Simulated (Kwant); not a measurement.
Device: quantum point contact (saddle potential) in a GaAs two-dimensional gas. Effective mass 0.067 mₑ, grid spacing 10 nm, hard walls, nominal width 300 nm (29 grid rows, so walls 300 nm apart), one parabolic valley, scattering region 900 nm long along x; energies count from the band bottom; Fermi energy 0.000785 eV. Potential (V0 + ½k y²) cos²(πx/L) for |x| < L/2, with V0 swept from 0.00082425 to 0 eV, k = 3.5e-07 eV/nm², L = 290 nm.

The device is made up for the run: typed textbook-type constants, with dimensions and the other settings drawn at random.

Kwant, effective-mass tight-binding model on a square grid, one spin, coherent transport at 0 K. Conductance is in e²/h.

Problem. Compare with the saddle-point formula G = Σ 1/(1 + exp(−2π(E − V0 − ħωy(n + ½))/ħωx)), taking ħωy = ħ√(k/m) and ħωx from the curvature along x of V0 plus half of the mode's confinement energy.

Solution. ħωy = 0.631 meV; at V0 = 0.669 meV the lowest mode has ħωx = 0.470 meV.

| V0 (meV) | formula | simulation |
|---|---|---|
| 0.776 | 0.021 | 0.019 |
| 0.669 | 0.065 | 0.065 |
| 0.561 | 0.21 | 0.22 |
| 0.454 | 0.56 | 0.59 |
| 0.346 | 0.89 | 0.91 |
| 0.239 | 0.99 | 0.99 |

The formula takes a parabolic saddle in the continuum; the run has the full potential on a grid.
